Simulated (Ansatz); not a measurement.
Levels about the gap of amorphous IGZO (In12Ga6Zn6O33) (57 atoms in a cell of 801 Å³, 5.63 g/cm³; zone centre alone, so wide bands show as single levels with stretches between that a denser mesh fills), at the geometry that PBE relaxed, where it gives 0.9 GPa on a denser mesh. Exact exchange is cut at the faces of this small cell, which leaves a finite-size error. The participation number counts the atoms over which a state spreads; weights are charges in smoothed Voronoi cells. The levels come from a single point, so bond lengths are those of that geometry. Method of the levels: HSE06, scalar-relativistic without spin-orbit coupling (Ansatz, a first-principles code). Sampling: the zone centre alone; Fermi-Dirac width 0.02 eV; no spin polarisation. At PBE the levels at the filled edge of the gap are localised (band-tail or defect states), and the nearest spread-out levels lie 0.9 eV apart at the zone centre.

Preparation: random packing, a CHGNet melt and quench, and a DFT relaxation. O atoms were pushed apart under 1.9 Å during the dynamics, to hinder bonds among them. The hot cell started wider than the set density and was brought back towards it in steps. It is the lowest in DFT energy of 2 quenches. It is a model cell: composition and starting density were chosen by hand, and all elements were melted together. No dispersion term was used. Its density started from a set value of 5.63 and ended at 5.63 g/cm³. The quench (nominally 84 K/ps over its main leg) was far faster than any real one, so the model tends to hold more defects than a real film. Values belong to this one cell and scatter from quench to quench. The volume was held where the preparation left it, at a PBE pressure of 0.9 GPa. Stress components on the final sampling reach 2.3 GPa.

```csv
"E - E(highest filled), eV",filling,participation number,largest on,weight O,weight In,weight Ga,weight Zn
-0.49,filled,15.2,"O, 3 neighbours",0.91,0.03,0.02,0.05
-0.43,filled,15.4,"O, 3 neighbours",0.88,0.05,0.01,0.06
-0.39,filled,7.8,"O, 3 neighbours",0.91,0.03,0.02,0.04
-0.36,filled,4.1,"O, 3 neighbours",0.91,0.03,0.01,0.05
-0.31,filled,15.4,"O, 3 neighbours",0.87,0.04,0.01,0.08
-0.22,filled,8.0,"O, 3 neighbours",0.87,0.05,0.01,0.07
0.00,filled,4.5,"O, 3 neighbours",0.89,0.02,0.01,0.07
1.98,empty,48.5,"In, 5 neighbours",0.51,0.32,0.09,0.09
4.56,empty,9.9,"In, 5 neighbours",0.51,0.41,0.04,0.04
4.79,empty,19.8,"In, 5 neighbours",0.56,0.37,0.05,0.02
4.97,empty,33.7,"In, 6 neighbours",0.56,0.35,0.04,0.04
5.19,empty,30.7,"In, 5 neighbours",0.57,0.32,0.08,0.03
5.34,empty,35.6,"In, 5 neighbours",0.55,0.31,0.06,0.08
5.71,empty,40.8,"In, 6 neighbours",0.57,0.23,0.12,0.08
```

Most localised among these is the filled level at -0.36 eV, on a O atom, which has 3 neighbours (Zn 1.99 Å, In 2.06 Å, In 2.06 Å).
